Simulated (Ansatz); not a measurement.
System: IrGa (model structure, started from the CoSn type, P6/mmm, No. 191, 6 atoms in the cell). Method: LDA (PAW; Ansatz, an electronic-structure program).

Settings: plane-wave cutoff 520 eV, 12×12×14 k mesh (along the axes of the cell as run), Fermi–Dirac smearing 0.05 eV, no spin polarisation, scalar-relativistic PAW data made under PBE.

Cell (relaxed at this level):

```cif
data_Ga3Ir3
_chemical_formula_sum 'Ir3 Ga3'
_space_group_name_H-M_alt 'P 1'
_space_group_IT_number 1
_cell_length_a 5.34459
_cell_length_b 5.34459
_cell_length_c 4.00347
_cell_angle_alpha 90.000
_cell_angle_beta 90.000
_cell_angle_gamma 120.000
loop_
_space_group_symop_operation_xyz
  'x, y, z'
loop_
_atom_site_label
_atom_site_type_symbol
_atom_site_fract_x
_atom_site_fract_y
_atom_site_fract_z
_atom_site_occupancy
Ir1 Ir 0.00000 0.50000 0.00000 1
Ir2 Ir 0.50000 0.00000 0.00000 1
Ir3 Ir 0.50000 0.50000 0.00000 1
Ga1 Ga 0.66667 0.33333 0.50000 1
Ga2 Ga 0.33333 0.66667 0.50000 1
Ga3 Ga 0.00000 0.00000 0.00000 1
```

Question: Estimate the bulk modulus that the calculation returns.

Answer: 
* **bulk modulus**: 199 GPa

Note: the run has no spin polarisation, so it can have missed a magnetic state; the bulk modulus is −V dP/dV from two relaxed cells at ±2 % in volume; the relaxation could raise the start's symmetry but not lower it, so the cell can be a saddle point.

Spin–orbit coupling is not included.

Computed values are for the static lattice.

A model structure was made by putting elements into a prototype or built by hand; it is no filed structure, need not be a known phase, and can be a saddle point held by its symmetry.
